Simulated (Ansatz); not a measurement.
As (model structure, Fd-3m, No. 227, 2 atoms in the cell), treated with LDA (PAW; Ansatz, a program for electronic structure).

Input file:

Ansatz 0.2 input:
```yaml
crystal:
  lattice:
    - [0.0, 3.0021550868, 3.0021550868]
    - [3.0021550868, 0.0, 3.0021550868]
    - [3.0021550868, 3.0021550868, 0.0]
  atoms:
    - { symbol: As, position: [0.0, 0.0, 0.0] }
    - { symbol: As, position: [0.25, 0.25, 0.25] }
basis:
  ecutwfc: 520
  ecutrho_ratio: 4
  xc_grid: 2
kpoints:
  mp_grid: { grid: [16, 16, 16] }
hamiltonian:
  xc: lda
  dispersion: none
  pseudopotentials: { kind: paw }
scf:
  occupations: { method: fermi_dirac, width: 0.05 }
output:
  forces: true
  stress: true
  eigenvalues: true
relax:
  f_tol: 0.004
  escape_saddle: false
  max_steps: 80
```

From the output:

```
WARN output.stress: scf.convergence.dr2_threshold = 1e-7 eV (the SCF's general default) is looser than the 2e-10 eV advised for a printed stress (1e-10 eV for …
Relaxation: its limit of steps is 80 (relax.max_steps)
Crystal: 2 atoms, lattice volume = 54.116 Å³
Basis set: ecut = 520 eV, 1459 PW (Γ), exchange–correlation on 64×64×64 points (8 copies of the dense FFT grid, shifted against one another)
Bands: 19, of which v1, the nominal top of the filled ones, is band 15 counted from 1 (14 counted from 0)
Symmetry: 48 space group operations
Space group: Fd-3m (ITA 227), of the structure as read, at distance tolerance 3.8e-5 Å
k-points: 145 of 4096
Functional: x = slater, c = lda
SCF iter   1: F=—  HF=-9546.538427 eV  |F-HF|=—  |Δ(HF+E_count)|=         —  Δρ=4.05e-3  dr2=4.61e-3
SCF iter   2: F=—  HF=-9546.536311 eV  |F-HF|=—  |Δ(HF+E_count)|=   2.12e-3  Δρ=4.52e-4  dr2=9.46e-5
  ...
SCF iter   5: F=—  HF=-9546.535954 eV  |F-HF|=—  |Δ(HF+E_count)|=   2.61e-6  Δρ=1.93e-5  dr2=2.11e-7
SCF iter   6: F=-9546.535954 eV  HF=-9546.535954 eV  |F-HF|=1.59e-9  |Δ(HF+E_count)|=   1.32e-7  Δρ=1.83e-6  dr2=2.03e-9
SCF 1 converged in 6 iterations: F = -9546.535954 eV  dr2 = 2.03e-9
relax step   1: F+E_penalty+E_count = -9546.53595415 eV  Δ(F+E_penalty+E_count) = +0.000e0 eV  max|allowed force component| = 3.238e-17 eV/Å  Δτ_max = 0.0000 Å  (6 SCF iters, accepted)
SCF converged after 6 iterations
Free energy (F): -9546.535954 eV
Internal energy: -9546.524590 eV  (E = F + TS)
E sigma→0 (E₀):  -9546.530272 eV
Fermi energy:    7.268587 eV
--- Forces (eV/Å), atoms counted from 1 ---
  atom   1  As    -0.00000000    -0.00000000     0.00000000
  atom   2  As     0.00000000    -0.00000000    -0.00000000
--- Stress (GPa, compression-positive) ---
       -1.024574       0.000000       0.000000
        0.000000      -1.024574       0.000000
        0.000000      -0.000000      -1.024574
  P = ⅓ Tr σ = -1.0246 GPa (-10.246 kbar)
```

The cell is one volume of an energy–volume scan, off the minimum.

The PAW data were made under PBE.

Note: the relaxation could raise the start's symmetry but not lower it, so the cell can be a saddle point.

A model structure was made by putting elements into a prototype or built by hand; it is no filed structure, need not be a known phase, and can be a saddle point held by its symmetry.
